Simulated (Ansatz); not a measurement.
# Mg2Si: 1 layer

Start from Mg$_{2}$Si (space group Fm-3m, No. 225; a = 6.3260 Å). Axes: x, y, z lie along the cube axes.

One thing is altered: a free-standing slab of 1 layer (3 atoms, 3 a layer) is cut normal to [111], with 15 Å of vacuum and the in-plane cell held at bulk.

Method: Kohn–Sham DFT with the PBEsol functional, run in Ansatz (a quantum-chemistry and plane-wave program) with PAW and 420 eV plane waves, no spin-orbit coupling. Settings: 9×9×1 k-points, 0.05 eV Fermi–Dirac smearing, for the changed cell.

* **Layer's space group (with vacuum)**: P-3m1 (No. 164)
* **Shortest interatomic distance**: 2.697 Å (base 2.739 Å)
* **Band gap**: 0.76 eV (base 0.12 eV)
* **Gap character**: indirect, Γ → M
* **Smallest direct gap**: 1.05 eV (base 1.87 eV)
* **Valence-band top at Γ (three highest levels, from the VBM)**: 0.00, 0.00, -2.12 eV (base 0.00, 0.00, 0.00 eV)
* **Thickness between the outermost nuclei**: 1.55 Å
* **Change of the spacing d12 from its bulk value of 0.913 Å**: -14.9 %

Cost of the whole job for the changed cell (relaxation, final SCF and bands): very roughly 21 core-seconds.

Stability against distortions was not tested. The zero or small gap of Mg2Si can change with the level of theory. k-point labels follow each cell's own Brillouin zone.
